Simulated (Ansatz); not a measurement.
# Smallest direct gap on the k points sampled of GaN (model structure, started from the NiAs type, P6₃/mmc, No. 194, 4 atoms in the cell) at several levels of theory

No measured value is used here.

Task: Put these levels in order of the smallest direct gap on the k points sampled that they give for GaN (model structure, started from the NiAs type, P6₃/mmc, No. 194, 4 atoms in the cell), smallest first: HSE06+SOC (Ansatz, a quantum-chemistry and plane-wave program), LDA (Ansatz), PBE0 (Ansatz), r²SCAN+SOC (Ansatz), r²SCAN0 (Ansatz).

Result: LDA (1.77 eV), r²SCAN+SOC (2.22 eV), HSE06+SOC (3.02 eV), PBE0 (3.69 eV), r²SCAN0 (4.05 eV)

At these levels the smallest gap is indirect and lower: PBE0 3.34, r²SCAN+SOC 1.88, r²SCAN0 3.75, LDA 1.04, HSE06+SOC 2.64 eV. Computed values are for a static lattice. Levels without +SOC have no spin–orbit coupling; where heavier elements are present it shifts gaps, mostly down, and can invert bands.  Values are at the PBEsol cell. Cutoffs and k meshes differ between the levels. Ansatz's density-functional and Hartree–Fock values are scalar-relativistic unless marked +SOC, with PAW data made under PBE.

A model structure was made by putting elements into a prototype or built by hand; it is no filed structure, need not be a known phase, and can be a saddle point held by its symmetry.
